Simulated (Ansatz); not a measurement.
# Si on the Al site (broken-bond start) (wurtzite AlN host)

Calculation: PBE, PAW (plane waves to 420 eV; Ansatz, an electronic-structure program). A 3×2×2 supercell of 96 sites was used; the energies come from a 2×2×2 shifted sampling of its zone. Sites at the start: the Al site; started 0.95 Å off site, one bond broken. Energies of charged states are corrected for periodic images (point charge plus alignment at distant sites). Dielectric constants: PBE linear response of the host. Host gap at this level: 4.03 eV. These values are not converged in cell size to better than tenths of an eV. PBE underestimates the host's gap, which shifts levels and can delocalise carriers. Spin–orbit coupling is left out. Each state is the lowest found from its start.

Formation energies E_f are given with the Fermi level at the valence-band maximum. Chemical conditions: N-rich (Δμ(Al) = -2.74 eV, Δμ(Si) = -2.47 eV, bounded by beta Si3N4; only phases computed here count, gases as isolated molecules at 0 K). Reference phases: Al: fcc Al, Si: silicon.

```json
[
 {"charge": "+1", "moment (μB)": "not spin-polarised", "largest move off a lattice site (Å)": "0.12", "image correction with alignment (eV)": "0.24", "E_f, N-rich (eV)": "-1.55"},
 {"charge": "0*", "moment (μB)": "1.0", "largest move off a lattice site (Å)": "0.19", "image correction with alignment (eV)": "–", "E_f, N-rich (eV)": "–"},
 {"charge": "−1†", "moment (μB)": "not spin-polarised", "largest move off a lattice site (Å)": "0.62", "image correction with alignment (eV)": "0.19", "E_f, N-rich (eV)": "–"}
]
```

* At this level the carrier isn't localised at the defect: at charge 0 electrons occupy the conduction band. Such a state is shallow or no state of the defect, and this cell gives it no level.

† Not settled in this cell, so no level is given: charge −1: level within 0.1 eV of a band edge or past it.

No other site or start that was run ended lower by more than 0.1 eV.

Flagged in the runs: a host whose relaxation on this sampling wasn't shown to rest, a strain field that reaches the edge of the cell.
